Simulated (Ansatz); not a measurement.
# Si3N4: pressure series

The reference is Si3N4 (space group P6_3/m, No. 176; a = 7.6635 Å, c = 2.9265 Å).

Cell and atoms are relaxed at each pressure.

All numbers come from Kohn–Sham DFT with the PBE functional, run in Ansatz (a program for electronic structure) with PAW and 420 eV plane waves, no SOC.

```csv
P (GPa),V (Å³/atom)
-2.00,10.725
-1.00,10.678
0.29,10.619
0.69,10.601
1.50,10.565
3.00,10.499
5.00,10.415
7.50,10.314
10.00,10.218
```

A third-order Birch–Murnaghan fit to these points gives V₀ = 10.63 Å³/atom, B₀ = 233 GPa and B₀′ = 3.8. At pressure 10 GPa the volume is 96.1 % of V₀.

Between the base and pressure 10 GPa the gap moves from 4.25 eV to 4.39 eV, a mean slope of 13 meV/GPa.

Load acts through the strain it causes; cell and atoms are relaxed under it. Whether these cells are dynamically stable was not tested. No other phases were tried under pressure.
